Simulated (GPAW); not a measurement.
GPAW run on Hf2Zn (I4/mmm, 3 atoms in the cell): self-consistent single point

Method: LDA (Perdew-Wang 92), GPAW PAW datasets LDA (gpaw-data 1.0.1) (plane waves; GPAW).

Input as run:

```python
from ase import Atoms
from ase.units import GPa
from gpaw import GPAW, PW

atoms = Atoms(['Hf', 'Hf', 'Zn'],
              cell=[[-1.617067, 1.617067, 5.618460],
                    [1.617067, -1.617067, 5.618460],
                    [1.617067, 1.617067, -5.618460]],
              scaled_positions=[[0.658640, 0.658640, 0.000000],
                                [0.341360, 0.341360, 0.000000],
                                [0.000000, 0.000000, 0.000000]],
              pbc=True)

calc = GPAW(mode=PW(850),
            xc='LDA',
            kpts=(7, 7, 7),
            occupations={'name': 'methfessel-paxton', 'width': 0.1, 'order': 0},
            nbands=-9,
            convergence={'density': 1e-05, 'energy': 1e-05},
            symmetry={'symmorphic': False, 'tolerance': 0.0005},
            maxiter=100,
            txt='-')

atoms.calc = calc

energy = atoms.get_potential_energy()
print('Energy (eV):', round(energy, 6))
forces = atoms.get_forces()
print('Forces (eV/Ang):')
print(forces.round(5))
stress = atoms.get_stress()
print('Stress (GPa, Voigt):', (stress / GPa).round(4))
```

Output (repeated stretches shortened):

```
Input parameters:
  convergence: {density: 1e-05,
                energy: 1e-05}
  kpts: [7 7 7]
  maxiter: 100
  mode: {ecut: 850.0,
         name: pw}
  nbands: -9
  occupations: {name: methfessel-paxton,
                order: 0,
                width: 0.1}
  symmetry: {symmorphic: False,
             tolerance: 0.0005}

species:
  Hf:
    name: Hafnium
    Z: 72.0
    valence: 12
    core: 60
    charge: 0.0
    file: Hf.LDA.gz

    # Using partial waves for Hf as LCAO basis

  Zn:
    name: Zinc
    Z: 30.0
    valence: 12
    core: 18
    charge: 0.0
    file: Zn.LDA.gz

    # Using partial waves for Zn as LCAO basis

Reference energy: -868070.558680  # eV

Spin-paired calculation

Convergence criteria:
 Maximum [total energy] change in last 3 cyles: 1e-05 eV / valence electron
 Maximum integral of absolute [dens]ity change: 1e-05 electrons / valence electron
 Maximum integral of absolute [eigenst]ate change: 4e-08 eV^2 / valence electron
 Maximum number of scf [iter]ations: 100

Symmetries present (total): 16
Symmetries with fractional translations: 0
343 k-points: 7 x 7 x 7 Monkhorst-Pack grid
40 k-points in the irreducible part of the Brillouin zone
       k-points in crystal coordinates                weights
   0:     0.00000000    0.00000000    0.00000000          1/343
   1:     0.14285714   -0.14285714    0.00000000          4/343
   2:     0.14285714   -0.14285714    0.14285714          4/343
   [... 7 lines left out ...]
          ...
  39:     0.42857143    0.42857143    0.42857143          8/343

Wave functions: Plane wave expansion
  Cutoff energy: 850.000 eV
  Number of coefficients (min, max): 3292, 3330
  Pulay-stress correction: 0.000000 eV/Ang^3 (de/decut=0.000000)

Occupation numbers: Methfessel-Paxton:
  width: 0.1000  # eV
  order: 0

Eigensolver

Densities:
  Coarse grid: 42*42*42 grid
  Fine grid: 84*84*84 grid
  Total Charge: 0.000000

Density mixing:
  Method: separate
  Backend: pulay
  Linear mixing parameter: 0.05
  old densities: 5
  Damping of long wavelength oscillations: 50

Hamiltonian:
  XC and Coulomb potentials evaluated on a 84*84*84 grid
  External potential:
    NoExternalPotential

Number of atoms: 3
Number of atomic orbitals: 35
Number of bands in calculation: 27
Number of valence electrons: 36
Bands to converge: occupied

Density initialized from atomic densities
  27 bands from LCAO basis set

Atomic positions and initial magnetic moments

Positions:
   0 Hf     0.000000   -0.000000    7.401085    ( 0.0000,  0.0000,  0.0000)
   1 Hf    -0.000000    0.000000    3.835835    ( 0.0000,  0.0000,  0.0000)
   2 Zn     0.000000    0.000000    0.000000    ( 0.0000,  0.0000,  0.0000)

Unit cell:
           periodic     x           y           z      points  spacing
  1. axis:    yes   -1.617067    1.617067    5.618460    42     0.0740
  2. axis:    yes    1.617067   -1.617067    5.618460    42     0.0740
  3. axis:    yes    1.617067    1.617067   -5.618460    42     0.0544

  Lengths:   6.066045   6.066045   6.066045
  Angles:  149.078663 149.078663  44.295531

Effective grid spacing dv^(1/3) = 0.0926

     iter     time        total  log10-change:
                         energy   eigst   dens
iter:   1 --:--:--   -19.711599
iter:   2 --:--:--   -19.615223   -1.05  -1.35
iter:   3 --:--:--   -19.187575   -1.05  -1.37
iter:   4 --:--:--   -19.260873   -1.42  -1.55
iter:   5 --:--:--   -19.125497   -1.57  -1.72
iter:   6 --:--:--   -19.133573   -2.58  -2.24
iter:   7 --:--:--   -19.097630   -2.39  -2.21
iter:   8 --:--:--   -19.106965   -2.97  -2.65
iter:   9 --:--:--   -19.096780   -2.90  -2.87
iter:  10 --:--:--   -19.097153   -3.44  -2.98
iter:  11 --:--:--   -19.096372   -3.90  -3.34
iter:  12 --:--:--   -19.096607   -4.61  -3.34
iter:  13 --:--:--   -19.096693c  -4.42  -3.48
iter:  14 --:--:--   -19.096260   -4.38  -3.26
iter:  15 --:--:--   -19.096270   -5.34  -3.63
iter:  16 --:--:--   -19.096281c  -6.06  -4.01
iter:  17 --:--:--   -19.096253c  -6.10  -4.17
iter:  18 --:--:--   -19.096247c  -6.87  -4.43
iter:  19 --:--:--   -19.096248c  -8.04c -4.41
iter:  20 --:--:--   -19.096251c  -8.01c -4.43
iter:  21 --:--:--   -19.096243c  -7.14  -4.41
iter:  22 --:--:--   -19.096249c  -7.31  -4.38
iter:  23 --:--:--   -19.096250c  -8.32c -4.38
iter:  24 --:--:--   -19.096250c  -9.06c -4.40
iter:  25 --:--:--   -19.096248c  -8.53c -4.41
iter:  26 --:--:--   -19.096246c  -7.74c -4.42
iter:  27 --:--:--   -19.096249c  -7.37  -4.40
iter:  28 --:--:--   -19.096252c  -7.76c -4.40
iter:  29 --:--:--   -19.096250c  -8.48c -4.41
iter:  30 --:--:--   -19.096248c  -8.24c -4.41
iter:  31 --:--:--   -19.096250c  -8.54c -4.38
iter:  32 --:--:--   -19.096251c  -8.76c -4.40
iter:  33 --:--:--   -19.096246c  -7.51c -4.41
   [... 5 lines left out ...]
iter:  39 --:--:--   -19.096245c  -7.67c -4.43
iter:  40 --:--:--   -19.096242c  -7.60c -4.43
iter:  41 --:--:--   -19.096242c  -8.72c -4.44
iter:  42 --:--:--   -19.096238c  -7.46c -4.44
iter:  43 --:--:--   -19.096238c  -8.41c -4.42
iter:  44 --:--:--   -19.096244c  -7.06  -4.44
iter:  45 --:--:--   -19.096246c  -7.77c -4.43
iter:  46 --:--:--   -19.096239c  -6.92  -4.41
iter:  47 --:--:--   -19.096237c  -7.40c -4.46
iter:  48 --:--:--   -19.096226c  -6.39  -4.54
iter:  49 --:--:--   -19.096224c  -6.94  -4.60
iter:  50 --:--:--   -19.096221c  -6.82  -4.63
iter:  51 --:--:--   -19.096221c  -7.40  -4.75
iter:  52 --:--:--   -19.096222c  -6.84  -4.83
iter:  53 --:--:--   -19.096222c  -6.97  -4.75
iter:  54 --:--:--   -19.096224c  -7.03  -5.02c
iter:  55 --:--:--   -19.096224c  -7.63c -5.18c

Converged after 55 iterations.

Dipole moment: (-0.000000, -0.000000, -0.000000) |e|*Ang

Energy contributions relative to reference atoms: (reference = -868070.558680)

Kinetic:         +1.327871
Potential:       -0.752104
External:        +0.000000
XC:             -18.662362
Entropy (-ST):   -0.010664
Local:           -1.004297
SIC:             +0.000000
--------------------------
Free energy:    -19.101556
Extrapolated:   -19.096224

Showing only first 2 kpts
 Kpt  Band  Eigenvalues  Occupancy
  0    16      7.15082    2.00000
  0    17      9.22763    0.00000
  0    18     10.89288    0.00000
  0    19     10.89288    0.00000

  1    16      7.59235    2.00000
  1    17      8.94655    0.17288
  1    18      9.94064    0.00000
  1    19     10.03863    0.00000

Fermi level: 8.85018

No gap
No difference between direct/indirect transitions
Energy (eV): -19.096224

Forces in eV/Ang:
  0 Hf   -0.00000   -0.00000   -0.00694
  1 Hf   -0.00000   -0.00000    0.00694
  2 Zn    0.00000    0.00000    0.00000

Stress tensor:
     0.043932     0.000000    -0.000000
     0.000000     0.043932     0.000000
    -0.000000     0.000000     0.041553
Stress (GPa, Voigt): [ 7.0386  7.0386  6.6575  0.     -0.      0.    ]
```

The run converged in 55 iterations. GPAW prints stress with tension positive.

The starting cell comes from a database of computed structures (which also holds hypothetical and non-ambient phases and stackings), without a prior relaxation at this level. Its lattice was rescaled by up to half a per cent. Spin-orbit coupling is off. With a pressure of about -7 GPa the cell is away from its equilibrium volume at this level.

Cost on one core of a shared machine: roughly 9 min.
